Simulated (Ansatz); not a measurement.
## Relaxation of cell and atoms of K₃Ba (I4/mmm, 4 atoms in the cell) at several settings

```xyz
4
Lattice="-3.1385 3.1385 7.1909 3.1385 -3.1385 7.1909 3.1385 3.1385 -7.1909" Properties=species:S:1:pos:R:3 pbc="T T T"
K      0.0000     3.1385     3.5954
K      3.1385     0.0000     3.5954
K      0.0000     0.0000     7.1909
Ba     0.0000     0.0000     0.0000
```

Base: PBEsol, harder PAW files (source: ansatz) made with PBE (Ansatz, an electronic-structure program). Its settings: basis.ecutwfc = 390 eV; kpoints.mp_grid.grid = 8 8 8; hamiltonian.xc = pbesol; hamiltonian.pseudopotentials = {kind: paw, source: ansatz}; scf.occupations.method = cold; scf.occupations.width = 0.272 eV. Starting volume 70.83 Å³ per atom.

Each line gives the change from the base single point and the result:

- hamiltonian.dispersion: default → d3bj; relax: default → cell and atoms [DFT, PBEsol-D3BJ, plane waves, harder PAW files (source: ansatz) made with PBE]: pressure 0.00 GPa; final cell a = b = c = 7.961 Å, α = β = 134.51°, γ = 66.29°; final volume per atom 63.14 Å³; relaxation steps 7.
- relax: default → cell and atoms: pressure 0.00 GPa; final cell a = 8.1646 Å, b = 8.1646 Å, c = 8.1646 Å, α = 134.39°, β = 134.39°, γ = 66.48°; final volume per atom 68.38 Å³; relaxation steps 7; free energy against the base single point -2.9 meV/atom.

The starting cell comes from a database of computed structures (which also holds hypothetical and non-ambient phases and stackings), without a prior relaxation at this level. Ansatz's pressure includes its estimate of the finite-basis (Pulay) stress.

Left out of this page: 1 run of the series outside the window shown, repeating another row's setting, or not comparable.

Keys are those of Ansatz 0.2.
